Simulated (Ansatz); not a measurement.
Consider WSi$_{2}$ (space group I4/mmm, No. 139; a = 3.2292 Å, c = 7.8672 Å).

Level of theory: Kohn–Sham DFT with the PBE functional, run in Ansatz (a program for electronic structure) with PAW and 420 eV plane waves, scalar-relativistic without spin-orbit coupling.

Before the change:

| Quantity | Result |
|---|---|
| Lattice parameter a | 3.229 Å |

One thing is altered: a negative pressure, −1 GPa.

Q: How does this affect the lattice parameter a?

A: The lattice parameter a goes up by 0.0053 Å (3.229 Å → 3.235 Å).

Load acts through the strain it causes; cell and atoms are relaxed under it. Whether these cells are dynamically stable was not tested. The final runs are not spin-polarised.
